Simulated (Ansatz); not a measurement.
Cubic perovskite KZnF₃ was calculated with LDA in Ansatz (PAW).

Numerical settings: plane-wave cutoff 520 eV, 8×8×8 k mesh, Fermi–Dirac smearing 0.01 eV, scalar-relativistic PAW data made under PBE.

Pressure at four volumes; x = ln(V/12.542 Å³). One pressure is withheld.

| V (Å³/atom) | x | P (GPa) |
|---|---|---|
| 11.789 | -0.0619 | ? |
| 12.040 | -0.0408 | 4.32 |
| 12.542 | 0.0000 | 0.02 |
| 13.294 | 0.0582 | -4.84 |

Problem. Pass a parabola P(x) through the three rows shown, estimate the bulk modulus and its pressure derivative near zero pressure, and predict the withheld pressure.

Solution. Slopes between the rows: (0.02 − (4.32))/(0.0000 − (-0.0408)) = -105.39 and (-4.84 − (0.02))/(0.0582 − (0.0000)) = -83.51 GPa. Their difference over the span 0.0990 is c = 21.88/0.0990 = 221.0 GPa, so P(x) = 4.32 + (-105.39)(x − (-0.0408)) + 221.0 (x − (-0.0408))(x − (0.0000)). At the middle row B = −dP/dx = −[-105.39 + 221.0 × 0.0408] = 96.4 GPa, and B′ = dB/dP = 2c/B = 4.6. At x = -0.0619 the parabola gives 6.83 GPa; the run gives 6.87 GPa. The Birch–Murnaghan fit to the energies at all volumes has B0 = 95.6 GPa and B′ = 4.7.

Measured, for comparison: bulk modulus 80 GPa (temperature not stated, not corrected to a static lattice, (C11+2C12)/3; as tabulated in Vaitheeswaran et al. (2016), arXiv:1609.00541). Computed less measured: bulk modulus +19 %.

Note: the relaxation could not lower the start's symmetry, so the cell can be a saddle point above a distorted one.

Ansatz is an electronic-structure program.
